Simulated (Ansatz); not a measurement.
Candidates (primitive cells; geometry: cell and atoms relaxed with PBEsol):
A. AlN (P6_3mc), a = b = 3.1138 Å, c = 4.9837 Å, α = β = 90.00°, γ = 120.00°
B. BN (P6_3mc), a = b = 2.5410 Å, c = 4.2033 Å, α = β = 90.00°, γ = 120.00°
C. CdS (P6_3mc), a = 4.124 Å, b = 4.124 Å, c = 6.709 Å, α = 90.00°, β = 90.00°, γ = 120.00°

Q: Rank these by electron conductivity mass (lowest first), as Ansatz (a quantum-chemistry and plane-wave program) with r2SCAN, rigid bands gives it.

A: C (0.172 mₑ), A (0.31 mₑ), B (0.41 mₑ)

Masses are for dilute carriers at 300 K, harmonic means over directions unless an axis is named. Spin-orbit coupling is left out.
